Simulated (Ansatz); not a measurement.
## Pressure series in KTaO3

Start from KTaO$_{3}$ in the cubic perovskite structure (space group Pm-3m, No. 221; a = 4.024 Å).

Cell and atoms are relaxed at each pressure.

Method: plane-wave PAW DFT at the PBE level (Ansatz, a program for electronic structure, 420 eV), no spin-orbit coupling.

Candidates:
(a) pressure 9 GPa
(b) pressure 18 GPa
(c) pressure −2 GPa
(d) pressure 30 GPa
(e) pressure 1.8 GPa

Before the change:

The smallest direct gap comes out as 2.78 eV.

Task: Order them by smallest direct gap, highest first.

Result: (d) pressure 30 GPa (2.96 eV), (b) pressure 18 GPa (2.92 eV), (a) pressure 9 GPa (2.86 eV), (e) pressure 1.8 GPa (2.80 eV), (c) pressure −2 GPa (2.76 eV)

With Ta present, leaving out spin-orbit coupling can change the band edges. Load acts through the strain it causes; cell and atoms are relaxed under it. No phonon test of stability was made. Competing high-pressure phases were not computed.
